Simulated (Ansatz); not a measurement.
Short convergence ladders for Be₂Ag (R3m, 6 atoms in the cell)

```xyz
6
Lattice="0.0000 3.1805 3.1805 3.1805 0.0000 3.1805 3.1805 3.1805 0.0000" Properties=species:S:1:pos:R:3 pbc="T T T"
Be     2.3854     2.3854     3.9756
Be     2.3854     3.9756     2.3854
Be     4.0045     4.0045     4.0045
Be     3.9756     2.3854     2.3854
Ag     1.5902     1.5902     1.5902
Ag     0.0000     0.0000     0.0000
```

Base method: LDA (PW92), default PAW files made with PBE (plane waves; Ansatz, an electronic-structure program).

Base settings: basis.ecutwfc = 30.9 Ry; kpoints.mp_grid.grid = 9 9 9; hamiltonian.xc = lda; hamiltonian.pseudopotentials = {kind: paw} (the program's default PAW files); scf.occupations.method = fermi_dirac; scf.occupations.width = 0.0073 Ry.

The count of work is k-points × plane waves × bands × iterations; it is no time. Core times come from one kind of shared machine, to one figure; runs under 30 s give none.

**The cutoff for other potential files**

Level: DFT, LDA (PW92), plane waves, harder PAW files (source: ansatz) made with PBE.

In this ladder: hamiltonian.pseudopotentials = {kind: paw, source: ansatz}.

The mesh stays at the base's, so the ladder's end is converged at best in this setting alone.

Only quantities that move along the ladder and can be compared are tabulated.

| basis.ecutwfc | free energy less the last step's (meV/atom) | pressure without the Pulay estimate (GPa) | largest difference of a force vector from the last step's (eV/Å) | count of work / last | core time / last (rough) |
|---|---|---|---|---|---|
| 31.6 Ry | 362.53 | -32.11 | 0.014 | 0.10 | – |
| 39 Ry | 62.48 | -11.81 | 0.000 | 0.15 | – |
| 49.2 Ry | 4.35 | -6.39 | 0.000 | 0.21 | 0.3 |
| 59.9 Ry | 0.63 | -5.85 | 0.000 | 0.28 | 0.3 |
| 70.6 Ry | 0.39 | -5.84 | 0.000 | 0.35 | 0.5 |
| 84.5 Ry | 0.21 | -5.83 | 0.000 | 0.47 | 0.6 |
| 105.8 Ry | 0.10 | -5.83 | 0.000 | 0.64 | 0.9 |
| 141.1 Ry | 0.00 | -5.83 | 0.000 | 1.0 | 1 |

Coarsest basis.ecutwfc that holds the free energy within 5 meV/atom of the last step, with all finer ones: 49.2 Ry, at 0.21 of the last step's count of work and about 0.3 of the last step's time; the step before is off by 62 meV/atom.

Coarsest basis.ecutwfc that holds the forces within 0.01 eV/Å of the last step, with all finer ones: 39 Ry, at 0.15 of the last step's count of work; the step before is off by 0.014 eV/Å.

Coarsest basis.ecutwfc that holds the pressure without the Pulay estimate within 0.2 GPa of the last step, with all finer ones: 59.9 Ry, at 0.28 of the last step's count of work and about 0.3 of the last step's time; the step before is off by 0.56 GPa.

At the lowest cutoff the pressure without the Pulay estimate lies 26.3 GPa under the last step's, the usual sign of Pulay stress in an incomplete plane-wave basis.

**The relaxed cell against the cutoff**

On Be2Ag (Fd-3m, 6 atoms in the cell): atoms on their sites.

In this ladder: relax = cell and atoms.

The mesh stays at the base's, so the ladder's end is converged at best in this setting alone.

Only quantities that move along the ladder and can be compared are tabulated.

```tsv
basis.ecutwfc	relaxed volume (Å³/atom)	relaxation steps
18.4 Ry	10.384	18
21.7 Ry	10.305	11
26.1 Ry	10.278	7
30.9 Ry	10.279	5
37.1 Ry	10.279	5
46.3 Ry	10.279	5
61.7 Ry	10.279	5
```

Coarsest basis.ecutwfc that holds the relaxed volume within 0.01 Å³/atom of the last step, with all finer ones: 26.1 Ry; the step before is off by 0.025 Å³/atom.

At the lowest cutoff the cell relaxes to a volume 1.0 % larger than at the highest. Ansatz relaxes on a stress corrected for the finite basis.

On the base run: the starting cell comes from a database of computed structures (which also holds hypothetical and non-ambient phases and stackings), without a prior relaxation at this level. Its lattice was rescaled by up to half a per cent. One atom was moved a little off its site on purpose.

Left out of this page: 1 run of the series failed or unconverged.

Keys are those of Ansatz 0.2.
